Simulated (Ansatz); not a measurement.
# TiO2: response to strain

Base system: TiO₂ in the anatase structure (space group I4_1/amd, No. 141; a = 3.770 Å, c = 9.552 Å). Axes: x, y, z lie along a, b, c of the conventional cell.

Strains are applied to the cell and any free atomic positions relax; under biaxial strain the out-of-plane vector relaxes too; under stress the whole cell relaxes.

Levels (all Ansatz, an electronic-structure program, PAW): PBEsol (420 eV, spin-orbit coupling left out); r2SCAN (500 eV, no spin-orbit coupling); HSE06 (420 eV, no SOC).

Band gaps by level, all at the geometries relaxed with PBEsol:

| case | PBEsol | r2SCAN | HSE06 |
|---|---|---|---|
| base | 2.11 eV | 2.54 eV | 3.65 eV |
| biaxial strain +1.94 %, plane normal [001], relaxed out of plane | 1.94 eV | 2.36 eV | 3.46 eV |
| uniaxial stress, 3 GPa tension along x | 2.07 eV | 2.49 eV | 3.60 eV |
| uniaxial stress, 8 GPa tension along z | 2.41 eV | 2.85 eV | 3.96 eV |

Single points use the geometry relaxed with PBEsol. The hybrid gap comes from the SCF mesh plus the semilocal run's edge points and a few special points and is an upper bound. Beyond what the load breaks, stability against distortions was not tested. The final runs are not spin-polarised.
